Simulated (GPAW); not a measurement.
# A short convergence ladder for LiMoN2 (R3m, 4 atoms in the cell)

```
CELL_PARAMETERS angstrom
      1.45292     0.83884     5.32549
     -1.45292     0.83884     5.32549
      0.00000    -1.67769     5.32549
ATOMIC_POSITIONS crystal
  Li 0.41672 0.41672 0.41672
  Mo 0.58592 0.58592 0.58592
  N  0.84262 0.84262 0.84262
  N  0.99655 0.99655 0.99655
```

Base method: LDA (Perdew-Wang 92), GPAW PAW datasets LDA (gpaw-data 1.0.1) (plane waves; GPAW).

Base settings: mode = pw; ecut = 900 eV; xc = LDA; kpts = 6 6 6; mesh shift (steps) = 0 0 0; occupations.name = methfessel-paxton; occupations.width = 0.1 eV; occupations.order = 0; nbands = -8; symmetry.symmorphic = false.

The count of work is k-points × plane waves × bands × iterations; it is no time. Core times come from one kind of shared machine, to one figure; runs under 30 s give none.

**The k-point mesh**

The second cell is the first with its lattice scaled by 0.98.

Only quantities that move along the ladder and can be compared are tabulated.

```tsv
kpts	free energy less the last step's (meV/atom)	energy of the compressed cell less the first (meV/atom)	largest difference of a force vector from the last step's (eV/Å)	count of work / last	core time / last (rough)
2 2 2	145.31	-12.70	0.410	0.095	–
4 4 4	-5.15	-26.00	0.126	0.45	0.5
5 5 5	2.69	-21.99	0.085	0.56	0.8
6 6 6	0.00	-22.35	0.000	1.0	1
```

Coarsest kpts that holds the energy of the compressed cell less the first within 1 meV/atom of the last step, with all finer ones: 5 5 5; the step before is off by 3.7 meV/atom.

Coarsest kpts that holds the free energy within 2 meV/atom: not settled: the last two steps still differ by 2.7 meV/atom, over half the tolerance, so the ladder does not show it.

Coarsest kpts that holds the forces within 0.02 eV/Å: not settled: the last two steps still differ by 0.085 eV/Å, over half the tolerance, so the ladder does not show it.

On the base run: the starting cell comes from a database of computed structures (which also holds hypothetical and non-ambient phases and stackings), without a prior relaxation at this level. Its lattice was rescaled by up to half a per cent. One atom was moved a little off its site on purpose. Spin polarisation is off; with an odd number of electrons in the cell that forces a metal, and a magnetic state may lie lower. Without a gap this mesh is coarse (it stands for a supercell whose shortest vector is 17 Å).
